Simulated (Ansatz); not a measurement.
C on the 1x1 (0001) surface of hcp Co, ferromagnetic, one in a 3x3 cell, energies for each (48.4 Å²). Energies are against an atom of graphite, without zero-point or thermal terms; each row is named by its start.

Computed with PBE (plane waves to 420 eV, PAW; Ansatz, a program for electronic structure).

Slab: 37 atoms, 6.0 Å thick at the start under the adsorbate (thin: gaps and levels are the slab's own); k 5x5x1, smearing 0.1 eV, dipole-corrected; 18 atoms held, the rest relaxed; each run with such symmetry as its start has; spin-polarised, no spin-orbit, no U, no dispersion correction.

A negative adsorption energy means that the adsorbate is more stable on the surface than in its reference. Heights count from the host atoms within 0.3 Å of the top one.

```csv
starting site,E_ads (eV),height (Å),nearest host atom (Å),bonded to,Δ work function (eV),lateral drift (Å),moment (μB)
top Co,3.04,1.72,Co 1.60,Co,0.31,0.0,59.2
hollow Co-Co-Co,?,1.07,Co 1.78,3 Co,0.23,0.0,59.0
hollow Co-Co-Co over Co at depth 2.0 Å,?,0.99,Co 1.77,3 Co,0.20,0.0,58.6
```

### Question
Fill in the missing entries.

### Answer

- hollow Co-Co-Co, E_ads (eV): 1.22
- hollow Co-Co-Co over Co at depth 2.0 Å, E_ads (eV): 0.96
